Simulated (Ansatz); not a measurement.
# A self-consistent single point of LaBi3 (P4mm, 4 atoms in the cell) with Ansatz

Method of the run: PBEsol, default PAW files made with PBE (plane waves; Ansatz, a program for electronic structure).

Input as run:

Ansatz 0.2 input:
```yaml
# LaBi3
crystal:
  lattice:
    - [4.99672500, 0.00000000, 0.00000000]
    - [0.00000000, 4.99672500, 0.00000000]
    - [0.00000000, 0.00000000, 4.99672500]
  atoms:
    - { symbol: La, position: [0.00000000, 0.00000000, 0.01000700] }
    - { symbol: Bi, position: [0.50000000, 0.00000000, 0.50000000] }
    - { symbol: Bi, position: [0.00000000, 0.50000000, 0.50000000] }
    - { symbol: Bi, position: [0.50000000, 0.50000000, 0.00000000] }
basis:
  ecutwfc: 30.9 Ry
kpoints:
  mp_grid: { grid: [7, 7, 7] }
hamiltonian:
  xc: pbesol
  pseudopotentials: { kind: paw }
scf:
  occupations: { method: gaussian, width: 0.0073 Ry }
output:
  forces: true
  eigenvalues: true
  stress: true
```

Output (repeated stretches shortened):

```
WARN ansatz: RAYON_NUM_THREADS=1 ignored (pool sized by the plan → 1); use --threads N
Pseudopotentials: kind: paw
Pseudopotential: La, paw, valence charge 11
Pseudopotential: Bi, paw, valence charge 15
Crystal: 4 atoms, lattice volume = 124.755 Å³
Basis set: ecut = 420.4159175005146 eV, 2469 PW (Γ), exchange–correlation on 72×72×72 points (8 copies of the dense FFT grid, shifted against one another)
Bands: 34, of which v1, the nominal top of the filled ones, is band 28 counted from 1 (27 counted from 0)
Symmetry: 8 space group operations
Space group: P4mm (ITA 99), of the structure as read, at distance tolerance 5.0e-5 Å
k-points: 40 of 343 (time reversal used)
PAW frozen core: La, regenerated for the run's functional, and the local potential with it
PAW frozen core: Bi, regenerated for the run's functional, and the local potential with it
Initial density: superposition of atomic densities (neutral atoms: chi_scale 0, normalization atom), corrected by the library's trained network
Initial wavefunctions: pseudopotential atomic-orbital guess
Eigensolver: davidson
Functional: x = pbesol(κ = 0.804, μ = 0.12345679012345678), c = pbesol(β = 0.046)
SCF iter   1: F=—  HF=-42889.737920 eV  |F-HF|=—  |Δ(HF+E_count)|=         —  Δρ=2.08e-3  dr2=4.16e-3  ethr=1.77e-3  ⟨swp⟩=5.9  Hψ=5743  notcnv=0
all-band conjugate gradients solve this SCF's bands
preconditioner: auto → Kerker (q_TF=auto, 2.387 Å⁻¹)
SCF iter   2: F=—  HF=-42889.737229 eV  |F-HF|=—  |Δ(HF+E_count)|=   6.91e-4  Δρ=1.17e-3  dr2=1.39e-3  ethr=7.43e-6  ⟨swp⟩=2.0  Hψ=2799  notcnv=0
SCF iter   3: F=—  HF=-42889.737408 eV  |F-HF|=—  |Δ(HF+E_count)|=   1.79e-4  Δρ=2.30e-4  dr2=8.12e-5  ethr=2.48e-6  ⟨swp⟩=3.0  Hψ=2413  notcnv=0
SCF iter   4: F=—  HF=-42889.737387 eV  |F-HF|=—  |Δ(HF+E_count)|=   2.13e-5  Δρ=5.52e-5  dr2=5.13e-6  ethr=1.45e-7  ⟨swp⟩=2.1  Hψ=1653  notcnv=0
SCF iter   5: F=—  HF=-42889.737386 eV  |F-HF|=—  |Δ(HF+E_count)|=   9.19e-7  Δρ=1.44e-5  dr2=3.24e-7  ethr=9.17e-9  ⟨swp⟩=2.0  Hψ=2414  notcnv=0
SCF iter   6: F=-42889.737386 eV  HF=-42889.737386 eV  |F-HF|=5.28e-9  |Δ(HF+E_count)|=   2.49e-8  Δρ=3.86e-6  dr2=2.64e-8  ethr=1.79e-10  ⟨swp⟩=10.5  Hψ=7272  notcnv=0
SCF 1 converged in 6 iterations: F = -42889.737386 eV  dr2 = 2.64e-8
SCF converged after 6 iterations
Free energy (F): -42889.737386 eV
Harris-Foulkes:  -42889.737386 eV  (|F-HF|=5.28e-9)
Internal energy: -42889.728458 eV  (E = F + TS)
E sigma→0 (E₀):  -42889.732922 eV
Entropy (-TS):   -0.008928 eV (-2.232 meV/atom)
Fermi energy:    12.048648 eV
--- Per-component energies (eV) ---
  E_band       = -260.844150
  E_kinetic    = 1100.197224
  E_local      = -4578.422540  (includes V_loc(G=0)·N_el)
  E_nonlocal   = 1782.669260
  E_hartree    = 1471.510837
  E_xc         = -589.113009
  E_vxc        = -579.815306  (∫ρ·V_xc dr)
  E_paw        = -36858.928686  (= ΣΔE_a)
  E_vpaw       = -928.488980  (= ΣTr[D̂ρ^β])
  E_aug_tail   = -0.001383  (compensation charges beyond the density's cutoff)
  E_ewald      = -5218.078927
  E_core_change = 0.438766  (= ΣΔE_core)
  E_smearing   = -0.008928  (= −TS)
  E_closure    = 0.000000  (closes the sum)
  Σ components = -42889.737386   (vs F -42889.737386, Δ=0.00e0)
--- Forces (eV/Å), atoms counted from 1 ---
  atom   1  La     0.00000000     0.00000000    -0.16704109
  atom   2  Bi    -0.00000000     0.00000000     0.07589283
  atom   3  Bi     0.00000000     0.00000000     0.07589283
  atom   4  Bi    -0.00000000     0.00000000     0.01523099
  max |Σ_I F_I| component: 2.44e-5 eV/Å
--- Stress (GPa, compression-positive) ---
       -1.996570       0.000000       0.000000
        0.000000      -1.996570       0.000000
        0.000000       0.000000      -1.978895
  P = ⅓ Tr σ = -1.9907 GPa (-19.907 kbar)
  The stress holds the Pulay correction. Without it, at fixed plane waves, as pw.x and ABINIT print it: P = -2.0122 GPa
--- Band table (eV; the first three rows and the last of 40) ---
  k-point 0: bands = ["-20.9889", "-10.6657", "-10.6601", "-10.6600", "-10.6600", "-10.5458", "-10.5457", "-10.5191", "-10.5190", "-10.4989", "-10.4989", "-10.4985", "-10.4492", "-10.4491", "-10.4491", "-10.4012", "-4.7237", "-4.7230", "-4.7230", [...]
  k-point 1: bands = ["-20.9884", "-10.6608", "-10.6591", "-10.6502", "-10.6502", "-10.5506", "-10.5452", "-10.5188", "-10.5140", "-10.5000", "-10.5000", "-10.4995", "-10.4597", "-10.4597", "-10.4492", "-10.4061", "-4.7509", "-4.7173", "-4.7173", [...]
  k-point 2: bands = ["-20.9873", "-10.6569", "-10.6476", "-10.6225", "-10.6225", "-10.5637", "-10.5442", "-10.5180", "-10.5048", "-10.5048", "-10.5017", "-10.5002", "-10.4870", "-10.4870", "-10.4492", "-10.4194", "-4.8096", "-4.7044", "-4.7044", [...]
  k-point 39: bands = ["-20.9835", "-10.6232", "-10.6165", "-10.6164", "-10.5769", "-10.5769", "-10.5698", "-10.5496", "-10.5455", "-10.5415", "-10.5414", "-10.4810", "-10.4809", "-10.4327", "-10.4326", "-10.4261", "-4.7796", "-4.7773", "-4.7767", [...]
```

The run converged in 6 iterations.

The starting cell comes from a database of computed structures (which also holds hypothetical and non-ambient phases and stackings), without a prior relaxation at this level. Its lattice was rescaled by up to half a per cent. One atom was moved a little off its site on purpose. Spin-orbit coupling is off. Ansatz's pressure includes its estimate of the finite-basis (Pulay) stress.
